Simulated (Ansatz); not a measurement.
**Band gap of NiO2 (R-3m, No. 166, 3 atoms in the cell; start mp-35925) at several levels of theory**

No measured value is used here.

| level (code) | value (eV) | cell (Å³/atom) |
|---|---|---|
| LDA (Ansatz) | 0.88 (indirect) | 10.34 |
| PBEsol (Ansatz) | 1.18 (indirect) | 12.46 |
| r²SCAN (Ansatz) | 1.60 (indirect) | 11.36 |
| r²SCAN+rVV10 (Ansatz) | 1.47 (indirect) | 10.60 |

Computed values are for a static lattice. The crystal itself was run without spin with LDA, PBEsol, r²SCAN, r²SCAN+rVV10; a magnetic state was not tried in these runs. Each level is taken at its own relaxed cell. Cutoffs differ between the levels. Ansatz's density-functional and Hartree–Fock values are scalar-relativistic unless marked +SOC, with PAW data made under PBE.

A start named mp-… is a Materials Project structure, which need not be a measured phase.

Ansatz is a quantum-chemistry and plane-wave program.
